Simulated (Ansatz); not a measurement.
An Ansatz (a first-principles code) run: Al2Pt with a change (isotropic strain −1.00 %); PBE (Ansatz), no spin-orbit coupling.

Input:

Ansatz 0.2 input:
```yaml
crystal:
  lattice:
    - [0, 2.9435294518, 2.9435294518]
    - [2.9435294518, 0, 2.9435294518]
    - [2.9435294518, 2.9435294518, 0]
  atoms:
    - { symbol: Al, position: [0.25, 0.25, 0.25] }
    - { symbol: Al, position: [0.75, 0.75, 0.75] }
    - { symbol: Pt, position: [0, 0, 0] }
basis: { ecutwfc: 420, ecutrho_ratio: 4, xc_grid: 2, fft_grid_basis: typed }
kpoints: { mp_grid: { grid: [17, 17, 17] } }
hamiltonian:
  xc: pbe
  dispersion: none
  pseudopotentials: { kind: paw }
scf: { occupations: { method: fermi_dirac, width: 0.1 }, convergence: { dr2_threshold: 0.0000000003 } }
relax: { f_tol: 0.005, max_steps: 50 }
output: { forces: true, stress: true }
checkpoint: { write: state.ck, write_every: 1000 }
```

Output (explanatory and most iteration lines left out):

```
Relaxation: its limit of steps is 50 (relax.max_steps)
Pseudopotential: Al, paw, valence charge 3
Pseudopotential: Pt, paw, valence charge 18
Crystal: 3 atoms, lattice volume = 51.008 Å³
Basis set: ecut = 420 eV, 965 PW (Γ), exchange–correlation on 60×60×60 points (8 copies of the dense FFT grid, shifted against one another)
Bands: 16, of which v1, the nominal top of the filled ones, is band 12 counted from 1 (11 counted from 0)
Symmetry: 48 space group operations
Space group: Fm-3m (ITA 225), of the structure as read, at distance tolerance 3.7e-5 Å
k-points: 165 of 4913
Functional: x = pbe(κ = 0.804, μ = 0.2195149727645171), c = pbe(β = 0.06672455060314922)
SCF iter   1: F=—  HF=-13600.670698 eV  |F-HF|=—  |Δ(HF+E_count)|=         —  Δρ=1.95e-3  dr2=2.50e-3  ethr=1.77e-3  ⟨swp⟩=5.2  Hψ=13729  notcnv=0
SCF iter   2: F=—  HF=-13600.670717 eV  |F-HF|=—  |Δ(HF+E_count)|=   1.93e-5  Δρ=9.08e-4  dr2=3.87e-4  ethr=1.04e-5  ⟨swp⟩=2.0  Hψ=4549  notcnv=0
SCF 1 converged in 8 iterations: F = -13600.670670 eV  dr2 = 4.11e-11
relax step   1: F+E_penalty+E_count = -13600.67066963 eV  Δ(F+E_penalty+E_count) = +0.000e0 eV  max|allowed force component| = 2.005e-17 eV/Å  Δτ_max = 0.0000 Å  (8 SCF iters, accepted)
SCF converged after 8 iterations
Free energy (F): -13600.670670 eV
Internal energy: -13600.632679 eV  (E = F + TS)
E sigma→0 (E₀):  -13600.651674 eV
Entropy (-TS):   -0.037991 eV (-12.664 meV/atom)
Fermi energy:    11.587797 eV
--- Forces (eV/Å), atoms counted from 1 ---
  atom   1  Al     0.00000000    -0.00000000    -0.00000000
  atom   2  Al     0.00000000     0.00000000     0.00000000
  atom   3  Pt    -0.00000000     0.00000000     0.00000000
--- Stress (GPa, compression-positive) ---
        4.169351       0.000000       0.000000
        0.000000       4.169351      -0.000000
        0.000000      -0.000000       4.169351
  P = ⅓ Tr σ = 4.1694 GPa (41.694 kbar)
--- Relaxed structure (1 steps of the walk, 1 accepted, 0 SCFs on fresh bases) ---
  atoms:
    - { symbol: Al, position: [0.25, 0.25, 0.25] }
    - { symbol: Al, position: [0.75, 0.75, 0.75] }
    - { symbol: Pt, position: [0.0, 0.0, 0.0] }
```

Whether these cells are dynamically stable was not tested. The final runs are not spin-polarised. The cell was made from Al2Pt (space group Fm-3m, No. 225) by this change: isotropic strain −1.00 %.
